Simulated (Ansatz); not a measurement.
Consider Au in the fcc (Cu type) structure (space group Fm-3m, No. 225; a = 4.125 Å; relaxed with 0.1 eV smearing). Axes: x, y, z lie along the cube axes.

Computed with Kohn–Sham DFT with the r2SCAN functional, run in Ansatz (a first-principles code) with PAW and 500 eV plane waves, no spin-orbit coupling.

For the base:

```
Quantity            Value
---------------  --------
Volume per atom  17.54 Å³
```

One thing is altered: biaxial strain −1.50 %, plane normal [001], relaxed out of plane (Cartesian); in-plane vectors clamped, the third vector and the atoms free.

Problem. Predict the new volume per atom.

Solution. The volume per atom falls by 0.06 Å³ (17.54 Å³ → 17.48 Å³).

Problem. Estimate the effect on the in-plane stress.

Solution. The mean in-plane stress (compression positive) amounts to +1.0 GPa.

Problem. What does the calculation give for the energy relative to the base after the change?

Solution. The energy grows by 1.4 meV/atom.

No phonon test of stability was made.
